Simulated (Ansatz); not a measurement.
**A constructed model of the (111) surface of fcc Pd, a pseudomorphic layer of Ag in the other hollow (bottom of the slab: a bare face, its two planes held)**

Computed with PBE (plane waves to 420 eV, PAW; Ansatz, a program for electronic structure).

Set-up: 7 atoms, 13.9 Å thick at the start; mesh 15x15x1; 0.1 eV smearing; dipole correction on; 2 atoms held, the rest relaxed; held to the start's symmetry, so lower structures may exist; no spin, no spin-orbit, no U. In PBE it lies 0.01 eV a 1x1 cell over the lowest computed structure of the same composition (a pseudomorphic layer of Ag in the host's stacking).

```json
{
 "work_function_of_the_top_face": "4.60 eV",
 "energy_released_by_relaxation": "0.021 eV",
 "cost": "about 3.0 core-minutes (a rough figure)"
}
```
